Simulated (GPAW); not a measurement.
Worked example: self-consistent single point of AgCl (Fm-3m, 2 atoms in the cell) in GPAW.

Method of the run: LDA (Perdew-Wang 92), GPAW PAW datasets LDA (gpaw-data 1.0.1) (plane waves; GPAW 25.7.0).

```
AgCl
1.0
    0.00000     2.75631     2.75631
    2.75631     0.00000     2.75631
    2.75631     2.75631     0.00000
Ag Cl
1 1
Cartesian
  0.00000   0.00000   0.00000
  2.75631   2.75631   2.75631
```

Reference input (self-consistent single point, DFT LDA (Perdew-Wang 92), plane waves, GPAW PAW datasets LDA (gpaw-data 1.0.1)): mode = pw; ecut = 550 eV; xc = LDA; kpts = 7 7 7; mesh shift (steps) = 0.5 0.5 0.5; occupations.name = fermi-dirac; occupations.width = 0.02 eV; nbands = -4; convergence.forces = 0.001 eV/Å; convergence.bands = -2; symmetry.symmorphic = false; symmetry.tolerance = 0.0005. This run's input differs from it in these lines:

```diff
@@ -1,3 +1,2 @@
 from ase import Atoms
-from ase.dft.kpoints import monkhorst_pack
 from ase.units import GPa
@@ -15,3 +14,3 @@
             xc='LDA',
-            kpts=monkhorst_pack((7, 7, 7)) + [0.5 / 7, 0.5 / 7, 0.5 / 7],
+            kpts=(10, 10, 10),
             occupations={'name': 'fermi-dirac', 'width': 0.02},
```

The program printed (abridged):

```
     iter     time        total  log10-change:
                         energy   eigst   dens  force
iter:   1 --:--:--    -6.973452   +0.41
iter:   2 --:--:--    -6.960731   -0.68  -1.61
iter:   3 --:--:--    -6.858005   -1.62  -1.64
iter:   4 --:--:--    -6.857223   -2.71  -1.91
iter:   5 --:--:--    -6.860388c  -2.80  -1.92
iter:   6 --:--:--    -6.852246c  -3.42  -2.53
iter:   7 --:--:--    -6.849963c  -3.53  -2.81
iter:   8 --:--:--    -6.849604c  -3.66  -3.15
iter:   9 --:--:--    -6.849620c  -4.10  -3.35
iter:  10 --:--:--    -6.849510c  -4.47  -3.49
iter:  11 --:--:--    -6.849511c  -4.96  -4.70c
iter:  12 --:--:--    -6.849511c  -4.89  -4.82c
iter:  13 --:--:--    -6.849511c  -5.24  -4.82c
iter:  14 --:--:--    -6.849511c  -5.52  -4.61c
iter:  15 --:--:--    -6.849511c  -5.91  -4.95c
   [... 2 lines left out ...]
iter:  18 --:--:--    -6.849511c  -6.51  -4.95c
iter:  19 --:--:--    -6.849511c  -6.95  -4.99c
iter:  20 --:--:--    -6.849511c  -7.33  -5.09c
iter:  21 --:--:--    -6.849511c  -7.40  -5.30c
iter:  22 --:--:--    -6.849511c  -7.76c -5.81c
iter:  23 --:--:--    -6.849511c  -8.05c -5.81c -29.20c
Converged after 23 iterations.

Dipole moment: (-0.000000, -0.000000, -0.000000) |e|*Ang

Energy contributions relative to reference atoms: (reference = -156983.661887)

Kinetic:         +5.788055
Potential:       -5.885314
External:        +0.000000
XC:              -6.771824
Entropy (-ST):   -0.000000
Local:           +0.019572
SIC:             +0.000000
--------------------------
Free energy:     -6.849511
Extrapolated:    -6.849511

Showing only first 2 kpts
 Kpt  Band  Eigenvalues  Occupancy
  0    10      1.90452    2.00000
  0    11      2.18321    2.00000
  0    12      5.06544    0.00000
  0    13     13.72704    0.00000

  1    10      1.82664    2.00000
  1    11      1.82664    2.00000
  1    12      4.71104    0.00000
  1    13     14.18404    0.00000

Fermi level: 4.35939

Gap: 0.781 eV
Transition (v -> c):
   [... lines left out ...]
Direct/indirect transitions are different
Direct gap: 2.879 eV
Transition at: (s=0, k=5, n=11, [0.15, 0.05, 0.05])
Energy (eV): -6.849511

Forces in eV/Ang:
  0 Ag    0.00000    0.00000   -0.00000
  1 Cl    0.00000    0.00000    0.00000

Stress tensor:
     0.030008     0.000000     0.000000
     0.000000     0.030008     0.000000
     0.000000     0.000000     0.030008
Stress (GPa, Voigt): [4.8078 4.8078 4.8078 0.     0.     0.    ]
```

The run converged in 23 iterations. GPAW prints stress with tension positive. Against the reference run the free energy is nearly the same (within 1 meV/atom), the pressure moves little (-4.80 to -4.81 GPa) and the gap on the mesh goes from 0.880 to 0.781 eV.

The starting cell comes from a database of computed structures (which also holds hypothetical and non-ambient phases and stackings), without a prior relaxation at this level. Its lattice was rescaled by a random factor within 2.5 % of one. With a pressure of about -5 GPa the cell is away from its equilibrium volume at this level. Another mesh or the band path of this cell gives a smaller gap, so this value is not converged in the mesh.

Cost on one core of a shared machine: roughly 2 min.
